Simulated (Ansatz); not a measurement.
Output of an Ansatz run (abridged):

```
WARN ansatz: RAYON_NUM_THREADS=1 ignored (pool sized by the plan → 1); use --threads N
Pseudopotentials: kind: paw
Pseudopotential: Lu, paw, valence charge 25
Crystal: 1 atoms, lattice volume = 30.297 Å³
Basis set: ecut = 420 eV, 603 PW (Γ)
Bands: 17, of which v1, the nominal top of the filled ones, is band 13 counted from 1 (12 counted from 0)
Symmetry: 48 space group operations
Space group: Im-3m (ITA 229), of the structure as read, at distance tolerance 3.1e-5 Å
k-points: 72 of 1728
PAW frozen core: Lu, regenerated for the run's functional, and the local potential with it
Initial density: superposition of atomic densities (neutral atoms: chi_scale 0, normalization atom), corrected by the library's trained network
Initial wavefunctions: pseudopotential atomic-orbital guess
Eigensolver: davidson
Functional: x = slater, c = lda
SCF iter   1: F=—  HF=-14492.754127 eV  |F-HF|=—  |Δ(HF+E_count)|=         —  Δρ=3.18e-3  dr2=1.81e-3  ethr=1.77e-3  ⟨swp⟩=5.3  Hψ=6643  notcnv=0
all-band conjugate gradients solve this SCF's bands
preconditioner: auto → Kerker (q_TF=auto, 2.642 Å⁻¹)
SCF iter   2: F=—  HF=-14492.752516 eV  |F-HF|=—  |Δ(HF+E_count)|=   1.61e-3  Δρ=2.49e-3  dr2=1.14e-3  ethr=7.24e-6  ⟨swp⟩=3.4  Hψ=3704  notcnv=0  defer=1
SCF iter   3: F=—  HF=-14492.751286 eV  |F-HF|=—  |Δ(HF+E_count)|=   1.23e-3  Δρ=1.71e-3  dr2=6.33e-4  ethr=4.58e-6  ⟨swp⟩=2.4  Hψ=2251  notcnv=0  defer=4
SCF iter   4: F=—  HF=-14492.751261 eV  |F-HF|=—  |Δ(HF+E_count)|=   2.48e-5  Δρ=8.23e-4  dr2=2.02e-4  ethr=2.53e-6  ⟨swp⟩=2.0  Hψ=1730  notcnv=0  defer=4
SCF iter   5: F=—  HF=-14492.751232 eV  |F-HF|=—  |Δ(HF+E_count)|=   2.99e-5  Δρ=2.80e-4  dr2=1.52e-5  ethr=8.10e-7  ⟨swp⟩=1.6  Hψ=1294  notcnv=0  defer=4
SCF iter   6: F=—  HF=-14492.751216 eV  |F-HF|=—  |Δ(HF+E_count)|=   1.51e-5  Δρ=1.46e-4  dr2=3.77e-6  ethr=6.06e-8  ⟨swp⟩=3.1  Hψ=2653  notcnv=0  defer=4
SCF iter   7: F=—  HF=-14492.751213 eV  |F-HF|=—  |Δ(HF+E_count)|=   3.25e-6  Δρ=2.84e-5  dr2=1.38e-7  ethr=1.51e-8  ⟨swp⟩=2.7  Hψ=2435  notcnv=0  defer=4
SCF iter   8: F=-14492.751213 eV  HF=-14492.751213 eV  |F-HF|=1.94e-8  |Δ(HF+E_count)|=   5.15e-8  Δρ=6.35e-6  dr2=5.16e-9  ethr=4.00e-10  ⟨swp⟩=8.2  Hψ=7049  notcnv=0
SCF 1 converged in 8 iterations: F = -14492.751213 eV  dr2 = 5.16e-9
SCF converged after 8 iterations
Free energy (F): -14492.751213 eV
Harris-Foulkes:  -14492.751213 eV  (|F-HF|=1.94e-8)
Internal energy: -14492.738994 eV  (E = F + TS)
E sigma→0 (E₀):  -14492.745104 eV
Entropy (-TS):   -0.012219 eV (-12.219 meV/atom)
Fermi energy:    12.959538 eV
--- Per-component energies (eV) ---
  E_band       = -30.499391
  E_kinetic    = 416.913478
  E_local      = -6834.930100  (includes V_loc(G=0)·N_el)
  E_nonlocal   = 588.614075
  E_hartree    = 2855.283782
  E_xc         = -214.919802
  E_vxc        = -255.971889  (∫ρ·V_xc dr)
  E_paw        = -7136.675576  (= ΣΔE_a)
  E_vpaw       = 344.302403  (= ΣTr[D̂ρ^β])
  E_aug_tail   = 0.000031  (compensation charges beyond the density's cutoff)
  E_ewald      = -4169.343517
  E_core_change = 2.318635  (= ΣΔE_core)
  E_smearing   = -0.012219  (= −TS)
  E_closure    = -0.000000  (closes the sum)
  Σ components = -14492.751213   (vs F -14492.751213, Δ=0.00e0)
--- Forces (eV/Å), atoms counted from 1 ---
  atom   1  Lu     0.00000000    -0.00000000     0.00000000
  max |Σ_I F_I| component: 5.75e-31 eV/Å
--- Stress (GPa, compression-positive) ---
       -5.887491       0.000000      -0.000000
        0.000000      -5.887491      -0.000000
        0.000000      -0.000000      -5.887491
  P = ⅓ Tr σ = -5.8875 GPa (-58.875 kbar)
  The stress holds the Pulay correction. Without it, at fixed plane waves, as pw.x and ABINIT print it: P = -5.9243 GPa
--- Band table (eV; the first three rows and the last of 72) ---
  k-point 0: bands = ["-43.5069", "-13.9618", "-13.9618", "-13.9618", "6.8980", "7.6500", "7.6500", "7.6500", "7.7349", "7.7349", "7.7349", "7.7498", "14.9057", "14.9057", "14.9057", "17.0957", "17.0957"]
  k-point 1: bands = ["-43.5051", "-13.9925", "-13.9717", "-13.9618", "7.0934", "7.6516", "7.6532", "7.6537", "7.7315", "7.7333", "7.7335", "7.7452", "14.7635", "14.8353", "15.1012", "16.8834", "17.0966"]
  k-point 2: bands = ["-43.5002", "-14.0753", "-13.9988", "-13.9619", "7.6530", "7.6555", "7.6628", "7.6642", "7.7218", "7.7226", "7.7301", "7.7406", "14.4082", "14.5128", "15.6752", "16.6319", "17.1243"]
  k-point 71: bands = ["-43.4591", "-14.2749", "-14.2749", "-14.2749", "7.6326", "7.6878", "7.6878", "7.6878", "7.7379", "7.7379", "7.7379", "11.5375", "11.5375", "18.4561", "18.4562", "18.4562", "19.0581"]
```

The structure:

```
CELL_PARAMETERS angstrom
     -1.96388     1.96388     1.96388
      1.96388    -1.96388     1.96388
      1.96388     1.96388    -1.96388
ATOMIC_POSITIONS crystal
  Lu 0.00000 0.00000 0.00000
```

Question: Reconstruct the input of this run.

Answer: Other spellings and defaults could give the same log, and not every line can be read from it. The input that was run (DFT, LDA (PW92), plane waves, default PAW files made with PBE):

Ansatz 0.2 input:
```yaml
crystal:
  lattice:
    - [-1.963876, 1.963876, 1.963876]
    - [1.963876, -1.963876, 1.963876]
    - [1.963876, 1.963876, -1.963876]
  atoms:
    - { symbol: Lu, position_ang: [0.000000, 0.000000, 0.000000] }
basis:
  ecutwfc: 420.0
kpoints:
  mp_grid: { grid: [12, 12, 12] }
hamiltonian:
  xc: lda
  pseudopotentials: { kind: paw }
scf:
  occupations: { method: gaussian, width: 0.1 }
output:
  forces: true
  eigenvalues: true
  stress: true
```

The starting cell comes from a database of computed structures (which also holds hypothetical and non-ambient phases and stackings), without a prior relaxation at this level. Its lattice was rescaled by up to half a per cent. Spin-orbit coupling is off. With a pressure of about -6 GPa the cell is away from its equilibrium volume at this level. Ansatz's pressure includes its estimate of the finite-basis (Pulay) stress.

Ansatz is a first-principles code.
